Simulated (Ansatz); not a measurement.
Base system: SiGe in the wurtzite structure (space group P6_3mc, No. 186; a = 3.900 Å, c = 6.443 Å; a model cell, its experimental status unchecked).

Perturbation: cell and atoms relaxed at a pressure of 0.9 GPa.

Levels (all Ansatz, a quantum-chemistry and plane-wave program, PAW, earlier PAW set): PBEsol (420 eV, no spin-orbit coupling); r2SCAN (500 eV, spin-orbit coupling left out).

The geometry is relaxed with PBEsol.

- PBEsol band gap: 0.33 eV
- PBEsol width of the top valence band: 3.53 eV
- PBEsol smallest direct gap: 0.44 eV

What does r2SCAN give at this geometry for the band gap, width of the top valence band and smallest direct gap?

The band gap increases by 0.31 eV, from 0.33 eV to 0.64 eV; the width of the top valence band goes up by 0.12 eV (3.53 eV → 3.65 eV); the smallest direct gap increases by 0.39 eV (0.44 eV → 0.83 eV).

Single points use the geometry relaxed with PBEsol. Their cutoffs differ, which shifts pressures a little. Load acts through the strain it causes; cell and atoms are relaxed under it. No phonon test of stability was made.
